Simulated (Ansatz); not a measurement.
We consider fluorite AuAl2, described by revPBE (Ansatz, an electronic-structure program, plane waves, PAW).

Input file:

Ansatz 0.2 input:
```yaml
crystal:
  lattice:
    - [0.0, 3.0449286308, 3.0449286308]
    - [3.0449286308, 0.0, 3.0449286308]
    - [3.0449286308, 3.0449286308, 0.0]
  atoms:
    - { symbol: Al, position: [0.25, 0.25, 0.25] }
    - { symbol: Al, position: [0.75, 0.75, 0.75] }
    - { symbol: Au, position: [0.0, 0.0, 0.0] }
basis:
  ecutwfc: 520
  ecutrho_ratio: 4
  xc_grid: 2
kpoints:
  mp_grid: { grid: [16, 16, 16] }
hamiltonian:
  xc: revpbe
  dispersion: none
  pseudopotentials: { kind: paw }
scf:
  occupations: { method: fermi_dirac, width: 0.05 }
  convergence: { dr2_threshold: 0.0000000003 }
output:
  forces: true
  stress: true
  eigenvalues: true
```

Excerpt of the program's output:

```
Crystal: 3 atoms, lattice volume = 56.463 Å³
Basis set: ecut = 520 eV, 1471 PW (Γ), exchange–correlation on 72×72×72 points (8 copies of the dense FFT grid, shifted against one another)
Bands: 17, of which v1, the nominal top of the filled ones, is band 13 counted from 1 (12 counted from 0)
Symmetry: 48 space group operations
Space group: Fm-3m (ITA 225), of the structure as read, at distance tolerance 3.8e-5 Å
k-points: 145 of 4096
Functional: x = revpbe(κ = 1.245, μ = 0.2195149727645171), c = pbe(β = 0.06672455060314922)
SCF iter   1: F=—  HF=-14239.922657 eV  |F-HF|=—  |Δ(HF+E_count)|=         —  Δρ=3.75e-3  dr2=9.48e-3
SCF iter   2: F=—  HF=-14239.921351 eV  |F-HF|=—  |Δ(HF+E_count)|=   1.31e-3  Δρ=1.14e-3  dr2=7.91e-4
  ...
SCF iter   7: F=—  HF=-14239.921977 eV  |F-HF|=—  |Δ(HF+E_count)|=   8.82e-7  Δρ=2.45e-6  dr2=2.95e-9
SCF iter   8: F=-14239.921977 eV  HF=-14239.921977 eV  |F-HF|=4.73e-11  |Δ(HF+E_count)|=   3.80e-9  Δρ=4.37e-7  dr2=1.09e-10
SCF 1 converged in 8 iterations: F = -14239.921977 eV  dr2 = 1.09e-10
SCF converged after 8 iterations
Free energy (F): -14239.921977 eV
Internal energy: -14239.913500 eV  (E = F + TS)
E sigma→0 (E₀):  -14239.917738 eV
Fermi energy:    10.718317 eV
--- Forces (eV/Å), atoms counted from 1 ---
  atom   1  Al     0.00000000     0.00000000     0.00000000
  atom   2  Al     0.00000000    -0.00000000     0.00000000
  atom   3  Au    -0.00000000     0.00000000     0.00000000
--- Stress (GPa, compression-positive) ---
        0.003235      -0.000000       0.000000
        0.000000       0.003235       0.000000
        0.000000      -0.000000       0.003235
  P = ⅓ Tr σ = 0.0032 GPa (0.032 kbar)
```

The PAW data were made under PBE.
